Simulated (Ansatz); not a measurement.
Checking a run of Ansatz (an electronic-structure program) on MgB2 (P6/mmm, 3 atoms in the cell). The aim is a self-consistent single point with DFT, LDA (PW92), plane waves, PAW files made with PBE.

Cell that was meant: a = 2.9886 Å, b = 2.9886 Å, c = 3.4357 Å, α = 90.00°, β = 90.00°, γ = 120.00°.

Part of the input:

Ansatz 0.2 input:
```yaml
    - { symbol: Mg, position: [0.00000000, 0.00000000, 0.00000000] }
    - { symbol: B, position: [0.66666700, 0.33333300, 0.50000000] }
    - { symbol: B, position: [0.33333300, 0.66666700, 0.50000000] }
basis:
  ecutwfc: 40
kpoints:
  mp_grid:
    grid: [10, 10, 8]
```

Output (repeated stretches shortened):

```
   [... lines left out ...]
PAW frozen core: B, regenerated for the run's functional, and the local potential with it
Initial density: superposition of atomic densities (chi_scale 0.1, normalization cell, long waves kept (reshape's long-wave potential 0.00 eV rms))
Initial wavefunctions: pseudopotential atomic-orbital guess
Eigensolver: davidson
Functional: x = slater, c = lda
SCF iter   1: F=—  HF=-1819.807119 eV  |F-HF|=—  |Δ(HF+E_count)|=         —  Δρ=1.44e0  dr2=4.18e2  ethr=3.10e-3  ⟨swp⟩=1.0  Hψ=1085  notcnv=0
all-band conjugate gradients solve this SCF's bands
preconditioner: auto → LDOS
SCF iter   2: F=—  HF=-1385.298092 eV  |F-HF|=—  |Δ(HF+E_count)|=    4.35e2  S|Δr|=    0.00e0  Δρ=1.81e-1  dr2=1.61e1  ethr=3.10e-3  ⟨swp⟩=1.0  Hψ=1093  notcnv=0
   [... lines left out ...]
SCF iter   9: F=-1376.106136 eV  HF=-1376.106136 eV  |F-HF|=3.55e-11  |Δ(HF+E_count)|=   3.74e-9  S|Δr|=    0.00e0  Δρ=2.86e-7  dr2=4.32e-11  ethr=5.44e-11  ⟨swp⟩=1.4  Hψ=2136  notcnv=0
the search or the solves at the SCF's close seem to have found levels that the self-consistency loop had missed (the run counts 1) …
SCF 1 converged in 9 iterations: F = -1376.106136 eV  dr2 = 4.32e-11
Stability not checked (fill_not_monotonic)
Free energy (F): -1376.106136 eV
Internal energy: -1376.106424 eV  (E = F + TS)
E sigma→0 (E₀):  -1376.106208 eV
Entropy (-TS):   0.000288 eV (0.096 meV/atom)
Fermi energy:    19.756687 eV
--- Forces (eV/Å), atoms counted from 1 ---
  atom   1  Mg     0.00000000    -0.00000000     0.00000000
   [... zero for the other atoms too ...]
--- Stress (GPa, compression-positive) ---
    -1574.632241      -0.000000       0.000000
        0.000000   -1574.632241       0.000000
        0.000000       0.000000   -1661.087336
  P = ⅓ Tr σ = -1603.4506 GPa (-16034.506 kbar)
  The stress holds no Pulay correction (an occupied level lies too near the plane-wave cutoff): it is that at fixed plane waves, as pw.x and ABINIT print it
```

Q: Is this run sound? If not, what is wrong?

A: The run is not sound. The fault is this: a cutoff meant in Ry typed as a bare number, read as eV. A bare number is read in the key's own unit, and eV, Ry (13.6 eV) and Ha (27.2 eV) lie far apart, so the setting ends up far from the one that was meant. To fix it, convert the value to the unit that the key expects. The run converged in 9 iterations without an error; against the sound input the free energy goes up by 275 eV/atom and the pressure goes from 7.09 to -1603 GPa.

The sound input it was made from differs as follows (other fixes are possible):
```diff
-basis:
-  ecutwfc: 40
```

With that input, the run converged in 6 iterations: free energy E − TS (on the zero of these files) -2201.5703 eV; Fermi level (on the code's own zero) 10.02 eV; pressure 7.09 GPa (DFT, LDA (PW92), plane waves, PAW files made with PBE).

On the sound input: the starting cell comes from a database of computed structures (which also holds hypothetical and non-ambient phases and stackings), without a prior relaxation at this level. Its lattice was rescaled by a random factor within 2.5 % of one. With a pressure of about 7 GPa the cell is away from its equilibrium volume at this level. Ansatz's pressure includes its estimate of the finite-basis (Pulay) stress.
